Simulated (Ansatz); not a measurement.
A self-consistent single point of MgZrF6 (I4mm, 8 atoms in the cell) with Ansatz (a first-principles code).

Method of the run: PBEsol, default PAW files made with PBE (plane waves; Ansatz).

The change in words: lattice scaled by 0.98; basis.ecutwfc: 420 eV → 460 eV. Reference geometry:
```xyz
8
Lattice="0.0000 4.0080 4.0080 4.0080 0.0000 4.0080 4.0080 4.0080 0.0000" Properties=species:S:1:pos:R:3 pbc="T T T"
Mg     4.0080     4.0080     4.0580
Zr     0.0000     0.0000     0.0000
F      2.0231     4.0080     4.0080
F      5.9929     4.0080     4.0080
F      4.0080     2.0231     4.0080
F      4.0080     5.9929     4.0080
F      4.0080     4.0080     2.0231
F      4.0080     4.0080     5.9929
```

Reference input (self-consistent single point, DFT, PBEsol, plane waves, default PAW files made with PBE): basis.ecutwfc = 420 eV; kpoints.mp_grid.grid = 5 5 5; hamiltonian.xc = pbesol; hamiltonian.pseudopotentials = {kind: paw} (the program's default PAW files); scf.occupations.method = fixed. This run's input differs from it in these lines:

Ansatz 0.2 input:
```diff
@@ -2,5 +2,5 @@
   lattice:
-    - [0.000000, 4.007955, 4.007955]
-    - [4.007955, 0.000000, 4.007955]
-    - [4.007955, 4.007955, 0.000000]
+    - [0.000000, 3.927796, 3.927796]
+    - [3.927796, 0.000000, 3.927796]
+    - [3.927796, 3.927796, 0.000000]
   atoms:
@@ -15,3 +15,3 @@
 basis:
-  ecutwfc: 420.0
+  ecutwfc: 460.0
 kpoints:
```

Output, abridged:

```
SCF iter   1: F=—  HF=-10856.032957 eV  |F-HF|=—  |Δ(HF+E_count)|=         —  Δρ=1.30e-2  dr2=1.35e-1  ethr=1.77e-3  ⟨swp⟩=4.7  Hψ=2602  notcnv=0  defer=89
all-band conjugate gradients solve this SCF's bands
preconditioner: auto → Resta (q_TF=auto, 2.453 Å⁻¹)
SCF iter   2: F=—  HF=-10855.996292 eV  |F-HF|=—  |Δ(HF+E_count)|=   3.67e-2  Δρ=2.89e-3  dr2=4.53e-3  ethr=2.11e-4  ⟨swp⟩=2.0  Hψ=1278  notcnv=0  defer=90
   [... lines left out ...]
SCF iter   4: F=—  HF=-10855.995252 eV  |F-HF|=—  |Δ(HF+E_count)|=   8.37e-5  Δρ=1.41e-4  dr2=1.60e-5  ethr=6.39e-7  ⟨swp⟩=2.0  Hψ=1281  notcnv=0  defer=104
SCF iter   5: F=—  HF=-10855.995317 eV  |F-HF|=—  |Δ(HF+E_count)|=   6.47e-5  Δρ=8.92e-5  dr2=5.95e-6  ethr=2.51e-8  ⟨swp⟩=2.0  Hψ=1104  notcnv=0  defer=42
SCF iter   6: F=—  HF=-10855.995316 eV  |F-HF|=—  |Δ(HF+E_count)|=   8.65e-7  Δρ=1.92e-5  dr2=3.23e-7  ethr=9.29e-9  ⟨swp⟩=2.0  Hψ=1101  notcnv=0  defer=42
SCF iter   7: F=-10855.995316 eV  HF=-10855.995316 eV  |F-HF|=3.76e-8  |Δ(HF+E_count)|=   1.38e-7  Δρ=4.45e-6  dr2=4.73e-8  ethr=1.56e-10  ⟨swp⟩=11.1  Hψ=3285  notcnv=0
SCF 1 converged in 7 iterations: F = -10855.995316 eV  dr2 = 4.73e-8
Free energy (F): -10855.995316 eV
Internal energy: -10855.995316 eV  (E = F + TS)
E sigma→0 (E₀):  -10855.995316 eV
Fermi energy:    0.106555 eV
--- Forces (eV/Å), atoms counted from 1 ---
  atom   1  Mg    -0.00000000     0.00000000    -0.62216667
  atom   2  Zr    -0.00000000     0.00000000     0.29030549
  atom   3  F      0.19501446     0.00000000     0.00243991
  atom   4  F     -0.19501446     0.00000000     0.00243991
  atom   5  F      0.00000000     0.19501446     0.00243991
  atom   6  F      0.00000000    -0.19501446     0.00243991
  atom   7  F     -0.00000000     0.00000000     0.30773642
  atom   8  F      0.00000000     0.00000000     0.01434609
--- Stress (GPa, compression-positive) ---
        4.847452       0.000000       0.000000
        0.000000       4.847452      -0.000000
        0.000000       0.000000       5.089066
  P = ⅓ Tr σ = 4.9280 GPa (49.280 kbar)
  The stress holds the Pulay correction. Without it, at fixed plane waves, as pw.x and ABINIT print it: P = 4.8667 GPa
```

The run converged in 7 iterations. Against the reference run the free energy rises by 5.5 meV/atom, the pressure goes from -1.53 to 4.93 GPa, the largest force goes from 0.511 to 0.622 eV/Å and the gap on the mesh goes from 6.744 to 7.163 eV.

The starting cell comes from a database of computed structures (which also holds hypothetical and non-ambient phases and stackings), without a prior relaxation at this level. Its lattice was rescaled by up to half a per cent. One atom was moved a little off its site on purpose. For this run, on top of that: lattice scaled by 0.98. Ansatz's pressure includes its estimate of the finite-basis (Pulay) stress.
